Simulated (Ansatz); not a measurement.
## SiO2: pressure 100 GPa

The reference is SiO₂ in the rutile structure (space group P4_2/mnm, No. 136; a = 4.236 Å, c = 2.690 Å).

Now apply this change: cell and atoms relaxed at a pressure of 100 GPa.

All numbers come from PBE/PAW in Ansatz (an electronic-structure program), no spin-orbit coupling, earlier PAW set. k-mesh 8×8×12 (Γ-centred); smearing 0.05 eV (Fermi–Dirac).

The volume per atom drops by 1.607 Å³, from 8.04 Å³ to 6.44 Å³ and the density goes up by 1.032 g/cm³, from 4.13 g/cm³ to 5.17 g/cm³. The c/a ratio rises by 0.018 to 0.653 and the shortest interatomic distance drops by 0.115 Å, from 1.774 Å to 1.659 Å. The band gap increases by 1.98 eV, from 5.05 eV to 7.03 eV and the gap character is still direct at Γ. The width of the top valence band grows by 0.78 eV, from 2.56 eV to 3.34 eV and the electron mass goes from 0.36 mₑ along c, 0.45 mₑ across (at Γ) to 0.25 mₑ along c, 0.79 mₑ across (at Γ). The hole mass changes from 1.9 mₑ along c, 1.1 mₑ across (at Γ) to 1.2 mₑ (at Γ) and the valence-band top at Γ (three highest levels, from the VBM) goes from 0.00, -0.85, -0.85 eV to 0.00, -1.04, -1.04 eV.

Final structure:

```
SiO2
1.0
    3.89704     0.00000     0.00000
    0.00000     3.89704     0.00000
    0.00000     0.00000     2.54324
Si O
2 4
Direct
  0.50000   0.50000   0.50000
  0.00000   0.00000   0.00000
  0.80103   0.80103   0.50000
  0.30103   0.69897   0.00000
  0.69897   0.30103   0.00000
  0.19897   0.19897   0.50000
```

Cost of the whole job for the changed cell (relaxation, final SCF and bands): about 60 core-seconds (a rough figure).

Load acts through the strain it causes; cell and atoms are relaxed under it. Masses are band curvatures over ±0.01 Å⁻¹ around the edge. No phonon test of stability was made. No other phases were tried under pressure.
